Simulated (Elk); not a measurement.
Elk 10.2.4, DFT, PBE, spin-polarised, all-electron FP-LAPW, Elk's shipped species files: a generated cell (prototype structure at a guessed volume, not a measured phase) of Ce3Ir (space group Pm-3m), 4 atoms, spin-polarised from a ferromagnetic start. Basis and mesh were picked for this test and aren't claimed converged.

```yaml
cell: 4.73, 4.73, 4.73 Å; 90, 90, 90°
task: ground state
xctype: 20
spinpol: true
reducebf: 0.5
swidth: 0.004 Hartree
k mesh (ngridk): 6×6×6
maxscl: 100
rgkmax: 7 (default)
empty states an atom (nempty): 4 (default)
epspot (Hartree): 1e-06 (default)
epsengy (Hartree): 0.0001 (default)
k-points after symmetry (for each spin): 20
largest_matrix_size: 287
valence_states: 98
```

Settings of this run: mixtype = 0, beta0 = 0.1, tefvit = false; 4 threads, 1 BLAS thread.

```
loop  total energy (Hartree)  RMS change in potential
----  ----------------------  -----------------------
1             -44342.1743869                        -
2             -44350.4736094              1.702400878
3             -44379.6854347              1.469372849
4             -44433.7726505              1.269159859
5             -44458.5275609              1.132837470
6             -44469.6228501              1.016087772
7             -44469.9234854             0.9149027827
8             -44470.4637190             0.8228095203
9             -44468.5421224             0.7408822043
10            -44467.5222449             0.6666252899
11            -44465.9425397             0.6001454767
12            -44464.8764962             0.5400904261
13            -44463.6736375             0.4861799707
14            -44462.7439113             0.4375664639
…                          …                        …
51            -44454.6553956         0.8919746845E-02
52            -44454.6432676         0.8031789796E-02
53            -44454.6339195         0.7230994206E-02
54            -44454.6187075         0.6514253875E-02
55            -44454.6199038         0.5861449809E-02
56            -44454.6106556         0.5280940803E-02
57            -44454.6053089         0.4755028838E-02
58            -44454.5998859         0.4283393823E-02
…                          …                        …
93            -44454.5890281         0.1646104348E-03
94            -44454.5902576         0.1517158262E-03
95            -44454.5902897         0.1467354855E-03
96            -44454.5915708         0.1353634366E-03
97            -44454.5889389         0.1330970920E-03
98            -44454.5930879         0.1215123204E-03
99            -44454.5928380         0.1203046035E-03
100           -44454.5941529                        -
```

The run ended without self-consistency in 100 loops.

Question: What should be changed so that self-consistency is reached?

Answer: One answer among several that fit: mixtype = 1 (79 self-consistent loops), all else kept. The other changes of this size gave: beta0 = 0.3 (not converged). With more settings changed, the fewest of all runs of this system: mixtype = 3 (default), beta0 = not set, mixsdb = 5 (default), broydpm = [0.4, 0.15] (default) (35). Counts are of single runs.
